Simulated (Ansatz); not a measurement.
Start from Si3N4 (space group P6_3/m, No. 176).

```
Si3N4
1.0
    7.66352     0.00000     0.00000
   -3.83176     6.63680     0.00000
    0.00000     0.00000     2.92654
Si N
6 8
Cartesian
 -1.39024   5.47524   2.19490
  5.22200   1.16156   0.73163
  2.22670   1.53363   0.73163
  1.60506   5.10317   2.19490
 -0.21482   2.69520   2.19490
  4.04658   3.94161   0.73163
  0.00000   4.42454   2.19490
  3.83176   2.21227   0.73163
  4.85983   4.44664   2.19490
 -1.02807   2.19017   0.73163
 -1.42099   6.43205   0.73163
  5.25275   0.20475   2.19490
  1.38271   1.98542   2.19490
  2.44905   4.65139   0.73163
```

Cartesian axes are those of the cell as printed.

Level of theory: PBE, PAW, 420 eV (Ansatz, a quantum-chemistry and plane-wave program; no spin-orbit coupling).

Base values:

The pressure is 0.00 GPa. The band gap is 4.25 eV.

It is then changed as follows: biaxial strain +0.77 %, plane normal [001], relaxed out of plane (Cartesian); in-plane vectors clamped, the third vector and the atoms free.

Q: What happens to the pressure, out-of-plane strain and band gap?

A: The pressure (mean of the normal stresses, compression positive) goes from zero to -2.72 GPa; the out-of-plane strain is -0.30 %; the band gap grows by 0.124 eV, from 4.25 eV to 4.38 eV.

Stability against distortions was not tested.
